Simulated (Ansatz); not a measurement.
Amorphous In$_{9}$Ga$_{9}$Zn$_{9}$O$_{38}$Hf, 66 atoms at 5.99 g/cm³, one PBE-relaxed geometry, zone centre. Methods: PBE, scalar-relativistic without spin-orbit coupling (Ansatz, an electronic-structure program); r2SCAN, scalar-relativistic without spin-orbit coupling (Ansatz); HSE06, scalar-relativistic without spin-orbit coupling (Ansatz). Plane waves to 420 eV (r2SCAN 500 eV); exact exchange is cut at the cell's faces. At PBE the levels at the filled edge of the gap are localised (band-tail or defect states). All rungs ran without spin polarisation.

A CHGNet melt-quench gave the starting glass, which DFT then relaxed. O atoms were pushed apart under 1.9 Å during the dynamics, to hinder bonds among them. The hot cell started wider than the set density and was brought back towards it in steps. It is the lowest in DFT energy of 2 quenches. It is a model cell: composition and starting density were chosen by hand, and all elements were melted together. No dispersion term was used. Its density started from a set value of 6.05 and ended at 5.99 g/cm³. The quench (nominally 320 K/ps over its main leg) was far faster than any real one, so the model tends to hold more defects than a real film. One small periodic cell is one sample of the glass; other quenches scatter about these values. Volume and shape were free in the relaxation.

The relaxation ran on the zone centre alone. At PBE the level gap is 0.89 eV on a 2×2×2 Γ-centred mesh, and the spacing at the zone centre alone 0.94 eV.

Problem. What zone-centre spacing does r2SCAN give, roughly?

Solution. 1.40 eV (+0.46 eV against PBE).

Problem. What zone-centre spacing does HSE06 give, roughly?

Solution. 2.49 eV (+1.55 eV against PBE).

The highest filled and the lowest empty state spread over these numbers of atoms (participation numbers): PBE: 11.8 and 58.8; r2SCAN: 10.6 and 57.9; HSE06: 9.9 and 57.7.
